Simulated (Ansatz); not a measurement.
Structure of amorphous Hf9Al24O54 (periodic cell):

```yaml
crystal:
  lattice:
    - [9.91700, -0.09898, -0.05539]
    - [-0.09898, 10.00069, -0.03826]
    - [-0.05539, -0.03826, 9.89790]
  atoms:
    - { symbol: Hf, position: [0.91118, 0.76772, 0.66643] }
    - { symbol: Hf, position: [0.09852, 0.66353, 0.28992] }
    - { symbol: Hf, position: [0.91300, 0.21393, 0.29061] }
    - { symbol: Hf, position: [0.38299, 0.44497, 0.16863] }
    - { symbol: Hf, position: [0.67989, 0.23229, 0.72720] }
    - { symbol: Hf, position: [0.54019, 0.00582, 0.19380] }
    - { symbol: Hf, position: [0.27341, 0.15392, 0.35296] }
    - { symbol: Hf, position: [0.61893, 0.93867, 0.57144] }
    - { symbol: Hf, position: [0.63133, 0.34048, 0.34696] }
    - { symbol: Al, position: [0.75640, 0.25605, 0.04200] }
    - { symbol: Al, position: [0.42564, 0.70277, 0.36571] }
    - { symbol: Al, position: [0.08066, 0.01554, 0.80739] }
    - { symbol: Al, position: [0.02768, 0.54063, 0.95399] }
    - { symbol: Al, position: [0.59674, 0.48030, 0.94152] }
    - { symbol: Al, position: [0.19741, 0.58860, 0.72032] }
    - { symbol: Al, position: [0.30441, 0.68956, 0.00315] }
    - { symbol: Al, position: [0.33191, 0.95390, 0.93398] }
    - { symbol: Al, position: [0.40089, 0.25214, 0.93940] }
    - { symbol: Al, position: [0.10847, 0.30535, 0.77633] }
    - { symbol: Al, position: [0.06221, 0.92369, 0.05572] }
    - { symbol: Al, position: [0.76652, 0.95159, 0.90818] }
    - { symbol: Al, position: [0.80077, 0.56430, 0.17133] }
    - { symbol: Al, position: [0.94332, 0.10065, 0.57016] }
    - { symbol: Al, position: [0.95760, 0.40321, 0.53060] }
    - { symbol: Al, position: [0.17116, 0.85640, 0.53511] }
    - { symbol: Al, position: [0.57145, 0.74408, 0.05179] }
    - { symbol: Al, position: [0.25828, 0.44357, 0.49359] }
    - { symbol: Al, position: [0.32640, 0.12396, 0.65778] }
    - { symbol: Al, position: [0.71171, 0.66245, 0.44121] }
    - { symbol: Al, position: [0.10013, 0.23664, 0.05631] }
    - { symbol: Al, position: [0.79318, 0.50556, 0.75160] }
    - { symbol: Al, position: [0.89908, 0.86045, 0.35084] }
    - { symbol: Al, position: [0.50030, 0.45845, 0.67176] }
    - { symbol: O, position: [0.13990, 0.07512, 0.98622] }
    - { symbol: O, position: [0.26342, 0.76308, 0.40478] }
    - { symbol: O, position: [0.02358, 0.23690, 0.48508] }
    - { symbol: O, position: [0.44945, 0.57478, 0.01387] }
    - { symbol: O, position: [0.74767, 0.38175, 0.89882] }
    - { symbol: O, position: [0.30186, 0.27318, 0.52929] }
    - { symbol: O, position: [0.02329, 0.77945, 0.45242] }
    - { symbol: O, position: [0.94969, 0.91825, 0.90861] }
    - { symbol: O, position: [0.58650, 0.35682, 0.55398] }
    - { symbol: O, position: [0.82367, 0.35269, 0.41281] }
    - { symbol: O, position: [0.36861, 0.52220, 0.36924] }
    - { symbol: O, position: [0.92310, 0.61272, 0.82287] }
    - { symbol: O, position: [0.27248, 0.23887, 0.79585] }
    - { symbol: O, position: [0.79425, 0.38618, 0.17140] }
    - { symbol: O, position: [0.84526, 0.35506, 0.67231] }
    - { symbol: O, position: [0.82820, 0.69244, 0.29871] }
    - { symbol: O, position: [0.10245, 0.44210, 0.66078] }
    - { symbol: O, position: [0.98135, 0.58192, 0.11989] }
    - { symbol: O, position: [0.25107, 0.61459, 0.16227] }
    - { symbol: O, position: [0.78539, 0.83404, 0.49835] }
    - { symbol: O, position: [0.09194, 0.49677, 0.41534] }
    - { symbol: O, position: [0.34428, 0.53405, 0.63729] }
    - { symbol: O, position: [0.01670, 0.94786, 0.63604] }
    - { symbol: O, position: [0.53918, 0.34920, 0.06135] }
    - { symbol: O, position: [0.44036, 0.08657, 0.99157] }
    - { symbol: O, position: [0.76444, 0.09472, 0.60531] }
    - { symbol: O, position: [0.50335, 0.33981, 0.81059] }
    - { symbol: O, position: [0.01194, 0.16254, 0.73986] }
    - { symbol: O, position: [0.11920, 0.22819, 0.24081] }
    - { symbol: O, position: [0.43812, 0.80767, 0.94075] }
    - { symbol: O, position: [0.90609, 0.03610, 0.38194] }
    - { symbol: O, position: [0.68739, 0.16705, 0.21014] }
    - { symbol: O, position: [0.92250, 0.18144, 0.08523] }
    - { symbol: O, position: [0.27329, 0.31995, 0.05395] }
    - { symbol: O, position: [0.67516, 0.89889, 0.05454] }
    - { symbol: O, position: [0.69502, 0.61597, 0.03651] }
    - { symbol: O, position: [0.13535, 0.73921, 0.67182] }
    - { symbol: O, position: [0.63159, 0.53654, 0.31853] }
    - { symbol: O, position: [0.34437, 0.01839, 0.23315] }
    - { symbol: O, position: [0.72399, 0.12582, 0.90028] }
    - { symbol: O, position: [0.82544, 0.59241, 0.57605] }
    - { symbol: O, position: [0.50308, 0.78233, 0.21765] }
    - { symbol: O, position: [0.25780, 0.98235, 0.76998] }
    - { symbol: O, position: [0.74018, 0.86039, 0.75242] }
    - { symbol: O, position: [0.43078, 0.27938, 0.29484] }
    - { symbol: O, position: [0.20577, 0.83817, 0.00729] }
    - { symbol: O, position: [0.61999, 0.55846, 0.76652] }
    - { symbol: O, position: [0.55042, 0.73483, 0.49717] }
    - { symbol: O, position: [0.01543, 0.85628, 0.20831] }
    - { symbol: O, position: [0.57603, 0.00349, 0.39202] }
    - { symbol: O, position: [0.50696, 0.08624, 0.67009] }
    - { symbol: O, position: [0.19420, 0.58854, 0.89583] }
    - { symbol: O, position: [0.25303, 0.02042, 0.51358] }
    - { symbol: O, position: [0.04704, 0.36451, 0.93381] }
```

Methods: PBE, scalar-relativistic without spin-orbit coupling (Ansatz, a first-principles code); r2SCAN, scalar-relativistic without spin-orbit coupling (Ansatz); HSE06, scalar-relativistic without spin-orbit coupling (Ansatz). Neutral PBE cell, which sets geometry, pressure and energy: sampling: a 2×2×2 Γ-centred mesh; Fermi-Dirac width 0.02 eV; no spin polarisation. Exact exchange is cut at the faces of this 10 Å cell, which leaves hybrid gaps a finite-size error.

Preparation: random packing, a CHGNet melt and quench, and a DFT relaxation. O atoms were pushed apart under 1.9 Å during the dynamics, to hinder bonds among them. The hot cell started wider than the set density and was brought back towards it in steps. It is the lowest in DFT energy of 2 quenches. It is a model cell: composition and starting density were chosen by hand, and all elements were melted together. No dispersion term was used. A short ab initio anneal came between quench and relaxation. Its density started from a set value of 5.28 and ended at 5.28 g/cm³. Cooling (nominally 380 K/ps over its main leg) ran many orders faster than in experiment, which tends to leave more defects and strain. Values belong to this one cell and scatter from quench to quench. The volume was held where the preparation left it and the shape relaxed.

Task: Give the pressure, the energy against reference phases and the spacing of the highest filled and lowest empty levels.

Result: 
The pressure on a 2×2×2 Γ-centred mesh comes out as 0.63 GPa and the largest force and stress component on that mesh (the relaxation ran on the zone centre alone) comes out as 0.08 eV/Å and 0.7 GPa. The energy relative to corundum + HfO2 (P2_1/c) (lowest mix at this level among the phases computed, not always the ambient ones) is 0.177 eV/atom and the level gap on a 2×2×2 Γ-centred mesh (PBE) is 3.71 eV. The level gap at the zone centre (PBE) is 3.72 eV, the level gap at the zone centre (r2SCAN) comes out as 4.28 eV and the level gap at the zone centre (HSE06) is 5.35 eV. The distance between the nearest levels spread over more than a fifth of the atoms or a third of the atoms of their main element (six at least) (PBE, zone centre) comes out as 4.10 eV.

Task: At PBE and the zone centre, how localised are the states just below and above the Fermi level (participation number: the atoms over which a state spreads)?

Result: The highest filled state is spread over 11.6 atoms' worth, largest on O43, with weights by element (charge in smoothed Voronoi cells) O 0.95, Al 0.03, Hf 0.02. The lowest empty state is spread over 44.2 atoms' worth, largest on Hf4, with weights by element (charge in smoothed Voronoi cells) O 0.55, Hf 0.25, Al 0.20.

At PBE the levels at the filled edge of the gap are localised (band-tail or defect states), and the nearest spread-out levels lie 4.1 eV apart at the zone centre.

Bonds are counted up to Hf-Hf 3.34 Å, Hf-Al 3.00 Å, Hf-O 2.56 Å, Al-Al 2.66 Å, Al-O 2.50 Å, O-O 1.58 Å. Two cations that share two anions don't count as bonded, nor two that share one unless they lie closer than Hf-Hf 3.25 Å, Hf-Al 2.92 Å, Al-Al 2.59 Å.
